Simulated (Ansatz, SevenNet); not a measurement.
**How the lattice parameter a of TiAl3 (I4/mmm, No. 139) moves with the method**

No measured value is used here.

```
level (code)              value (Å)
------------------------  ---------
SevenNet-l3i5 (SevenNet)      3.838
LDA (Ansatz)                  3.779
BLYP (Ansatz)                 3.879
PBE (Ansatz)                  3.846
PBEsol-D3(BJ) (Ansatz)        3.769
r²SCAN (Ansatz)               3.824
PBE0 (Ansatz)                 3.813
```

PBE0: the run has no spin polarisation, so it can have missed a magnetic state. Cutoffs and k meshes differ between the levels. Ansatz's density-functional and Hartree–Fock values are scalar-relativistic unless marked +SOC, with PAW data made under PBE.

Machine-learned potentials (SevenNet-l3i5) are trained on DFT data, which may include these solids.

Ansatz is an electronic-structure program.
